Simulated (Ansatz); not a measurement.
The starting structures come from a database of crystals and need not be the phases stable at ambient conditions.

Data:

```
AlNa3As2
1.0
    6.15778     0.00000     0.00000
    0.00000     6.92837     0.00000
    3.07889     3.46419     6.77091
Na Al As
6 2 4
Direct
  0.68941   0.37536   0.62118
  0.31059   0.62464   0.37882
  0.81059   0.99654   0.37882
  0.18941   0.00346   0.62118
  0.75000   0.50000   0.00000
  0.25000   0.50000   0.00000
  0.25000   0.00000   0.00000
  0.75000   0.00000   0.00000
  0.10351   0.30547   0.79298
  0.89649   0.69453   0.20702
  0.39649   0.09845   0.20702
  0.60351   0.90155   0.79298
```

Space group of this cell: Ibam. The cell is taken as given.

Transport runs along the normal of the first two printed cell vectors.

The gap is the functional's own. No spin-orbit coupling. Mid-gap values are interpolated on the energy grid.

Task: Give the band gap and the smallest decay constant κ at mid-gap that r2SCAN in Ansatz (a first-principles code) yields.

Result: Gap 1.51 eV on a 6×6×6 mesh; κ = 0.159 1/Å, at the zone centre.
